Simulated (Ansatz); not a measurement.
S on the 1x1 (111) surface of fcc Ir, one in a 2x1 cell, energies for each (13.0 Å²). Energies are against ⅛ S8(g), without zero-point or thermal terms; each row is named by its start.

The numbers are results of PBE (plane waves to 420 eV, PAW; Ansatz, a quantum-chemistry and plane-wave program), not measurements.

Model: 9-atom slab, 6.6 Å thick at the start under the adsorbate (thin: gaps and levels are the slab's own), 6x12x1 mesh, Fermi-Dirac 0.1 eV, dipole correction, 4 atoms held, the rest relaxed; each run with such symmetry as its start has; spin where the adsorbate may keep a moment, no spin-orbit, no U, no dispersion correction.

A negative adsorption energy means that the adsorbate is more stable on the surface than in its reference. Starts that drift may end in the same place. Heights count from the host atoms within 0.3 Å of the top one.

```tsv
starting site	E_ads (eV)	height (Å)	nearest host atom (Å)	bonded to	Δ work function (eV)	lateral drift (Å)	moment (μB)
top Ir	-1.43	1.69	Ir 2.29	3 Ir	-0.83	1.5	0.0
hollow Ir-Ir-Ir over Ir at depth 2.2 Å	-1.33	1.69	Ir 2.29	3 Ir	-0.92	0.1	–
hollow Ir-Ir-Ir over Ir at depth 4.4 Å	-1.43	1.69	Ir 2.29	3 Ir	-0.83	0.1	–
bridge Ir-Ir (span 2.7 Å)	-1.43	1.69	Ir 2.29	3 Ir	-0.83	0.9	–
```
